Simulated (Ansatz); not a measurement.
# NbN, element substitutions

The parent structure is NbN in the rock salt structure (space group Fm-3m, No. 225; a = 4.380 Å).

Each row replaces one element on all its sites; cell and atoms are relaxed.

The values are results of PBEsol (Ansatz, a quantum-chemistry and plane-wave program), no SOC, not measurements.

Question: Only one of these has a band gap. Which?
A) Nb → Y
B) Nb → Ta
C) N → Cl

Answer: A, Nb → Y. Computed: N → Cl: zero; Nb → Ta: zero; Nb → Y: 0.08 eV

No phonon test of stability was made. As relaxed here, NbCl is a hypothetical phase, not in the database extracts checked. No Hubbard U is applied, and correlation can decide whether such a compound is a metal. The final runs are not spin-polarised. NbCl has a high density of states at the Fermi level and may be magnetic at this level. This is not the structure that TaN has at room temperature and ambient pressure. A zero or small gap of YN can be the functional's error rather than a property of the material.
